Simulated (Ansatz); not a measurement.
**Cu on a Pd site (middle of the slab) in a 3x3 cell of the 1x1 (111) surface of fcc Pd**

Method: PBE (plane waves to 420 eV, PAW; Ansatz, an electronic-structure program).

Slab: 36 atoms, 6.8 Å thick at the start (thin: gaps and levels are the slab's own); k 4x4x1, smearing 0.1 eV, dipole-corrected; 9 atoms held, the rest relaxed; start symmetry kept, larger cells not searched; no spin, no spin-orbit, no U.

- formation energy against fcc Cu, fcc Pd: -303 meV
- work function of the top face: 5.24 eV
- change of the work function: 0.000 eV
- change of the step from the bottom to the top vacuum level, against the clean slab: 0.010 eV
- energy released by relaxation: 0.053 eV
- largest move of a host atom: 0.06 Å
